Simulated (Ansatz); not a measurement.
**ZnCu2SnS4 under a change: Sn → Pd**

Consider ZnCu2SnS4 (space group I-4, No. 82; a = 5.414 Å, c = 10.823 Å).

Perturbation: full substitution Sn → Pd, then cell and atoms are relaxed.

Computed with Kohn–Sham DFT with the r2SCAN functional, run in Ansatz (a first-principles code) with PAW and 500 eV plane waves, no spin-orbit coupling, earlier PAW set. k-mesh 13×13×13 (Γ-centred); smearing 0.05 eV (Fermi–Dirac), for the changed cell.

The volume per atom decreases by 1.41 Å³ (19.83 Å³ → 18.42 Å³) and the density rises by 0.21 g/cm³, from 4.60 g/cm³ to 4.81 g/cm³. The lattice parameter a drops by 0.145 Å to 5.269 Å and the c/a ratio rises by 0.015 to 2.014. The space group stays I-4 (No. 82) and the shortest interatomic distance shrinks by 0.0539 Å, from 2.299 Å to 2.246 Å. The band gap becomes zero (base: 0.47 eV).

Cost of the whole job for the changed cell (relaxation, final SCF and bands): very roughly 40 core-minutes.

Stability against distortions was not tested. As relaxed here, ZnCu2PdS4 is a hypothetical phase, not in the database extracts checked. All final runs are without spin polarisation. ZnCu2PdS4 has a high density of states at the Fermi level and may be magnetic at this level.
